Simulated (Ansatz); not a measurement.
**LiSrH3 (model structure, from the BaLiH3 type, Pm-3m, No. 221): smallest direct gap on the k points sampled by level of theory**

No measured value is used here.

Problem. Put these levels in order of the smallest direct gap on the k points sampled that they give for LiSrH3 (model structure, from the BaLiH3 type, Pm-3m, No. 221), smallest first: G0W0@PBEsol (Ansatz, a quantum-chemistry and plane-wave program), HSE06+SOC (Ansatz), LDA (Ansatz), PBE+SOC (Ansatz), PBEsol+SOC (Ansatz).

Solution. LDA (2.56 eV), PBEsol+SOC (2.68 eV), PBE+SOC (2.90 eV), HSE06+SOC (3.94 eV), G0W0@PBEsol (4.72 eV)

Computed values are for a static lattice. Spin–orbit coupling is included only where a level's name says +SOC; with heavier elements it mostly lowers gaps and can invert bands.  A ± on a computed value is a rough bar: the spread of its extrapolation, a floor set from checks against published values, or a statistical error. Values are at the PBEsol cell. Cutoffs and k meshes differ between the levels. Ansatz's density-functional and Hartree–Fock values are scalar-relativistic unless marked +SOC, with PAW data made under PBE.

A model structure was made by putting elements into a prototype or built by hand; it is no filed structure, need not be a known phase, and can be a saddle point held by its symmetry.
